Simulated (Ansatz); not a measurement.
# Zr2Si (model structure, started from the Ca2N type, R-3m, No. 166, 3 atoms in the cell)

Method: LDA (Ansatz, an electronic-structure program, PAW).

Numerical settings: plane-wave cutoff 520 eV, 16×16×16 k mesh, Fermi–Dirac smearing 0.05 eV, scalar-relativistic PAW data made under PBE.

Cell (relaxed at this level):

```
Zr2Si
1.0
    1.85402     1.07042     5.16959
   -1.85402     1.07042     5.16959
    0.00000    -2.14083     5.16959
Zr Si
2 1
Cartesian
  0.00000   0.00000  11.79405
  0.00000   0.00000   3.71472
  0.00000   0.00000   0.00000
```

| Property | Value |
|---|---|
| band gap | none |
| bulk modulus B0 | 107 GPa |

Note: the bulk modulus is −V dP/dV from two relaxed cells at ±2 % in volume; the relaxation could raise the start's symmetry but not lower it, so the cell can be a saddle point.

Spin–orbit coupling is not included.

It cost around 9 core-minutes (rough) of CPU time.

A model structure was made by putting elements into a prototype or built by hand; it is no filed structure, need not be a known phase, and can be a saddle point held by its symmetry.
